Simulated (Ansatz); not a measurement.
The structure below was relaxed with PBE (Ansatz, a program for electronic structure), without spin-orbit coupling, at pressure 9 GPa.

Space group Fm-3m (No. 225); a = 5.9304 Å, b = 5.9304 Å, c = 5.9304 Å, α = 90.00°, β = 90.00°, γ = 90.00°

```
atom  site  symmetry       x       y       z
----  ----  --------  ------  ------  ------
Se      4a      m-3m  0.0000  0.0000  0.0000
Pb      4b      m-3m  0.5000  0.5000  0.5000
```

### Question
Write out a cell with all atoms.

### Answer
```cif
data_Pb4Se4
_chemical_formula_sum 'Se4 Pb4'
_space_group_name_H-M_alt 'P 1'
_space_group_IT_number 1
_cell_length_a 5.93043
_cell_length_b 5.93043
_cell_length_c 5.93043
_cell_angle_alpha 90.000
_cell_angle_beta 90.000
_cell_angle_gamma 90.000
loop_
_space_group_symop_operation_xyz
  'x, y, z'
loop_
_atom_site_label
_atom_site_type_symbol
_atom_site_fract_x
_atom_site_fract_y
_atom_site_fract_z
_atom_site_occupancy
Se1 Se 0.00000 0.00000 0.00000 1
Pb1 Pb 0.50000 0.00000 0.00000 1
Se2 Se 0.00000 0.50000 0.50000 1
Pb2 Pb 0.50000 0.50000 0.50000 1
Se3 Se 0.50000 0.00000 0.50000 1
Pb3 Pb 0.00000 0.00000 0.50000 1
Se4 Se 0.50000 0.50000 0.00000 1
Pb4 Pb 0.00000 0.50000 0.00000 1
```
This is the conventional cell.

Load acts through the strain it causes; cell and atoms are relaxed under it. Whether these cells are dynamically stable was not tested. No other phases were tried under pressure. The cell was made from PbSe in the rock salt structure (space group Fm-3m, No. 225) by this change: pressure 9 GPa.
